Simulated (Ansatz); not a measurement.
Base system: BN in the zinc blende structure (space group F-43m, No. 216; a = 3.606 Å).

Structures relaxed with Ansatz (an electronic-structure program) PBEsol, no SOC.

Base:

Simulated powder pattern, Co Kα, λ = 1.79026 Å (kinematic, ideal powder, no thermal factors, no anomalous dispersion; the 14 strongest lines at most, above 2 %, up to 2θ = 90°):

```json
[
 {"2θ (°)": "50.93", "I/Imax (%)": "100", "hkl": "(111)"},
 {"2θ (°)": "59.54", "I/Imax (%)": "4.8", "hkl": "(200)"},
 {"2θ (°)": "89.20", "I/Imax (%)": "42", "hkl": "(220)"}
]
```

It is then changed as follows: every N is replaced by P, then cell and atoms are relaxed.

Problem. How do the reflections move or split?

Solution. 
Simulated powder pattern, Co Kα, λ = 1.79026 Å (kinematic, ideal powder, no thermal factors, no anomalous dispersion; the 14 strongest lines at most, above 2 %, up to 2θ = 90°):

```csv
2θ (°),I/Imax (%),hkl
40.12,100,(111)
46.66,25,(200)
68.13,42,(220)
82.11,36,(311)
86.63,6.2,(222)
```

The indices refer to each structure's own conventional cell; one index is shown for lines that coincide.

No phonon test of stability was made.
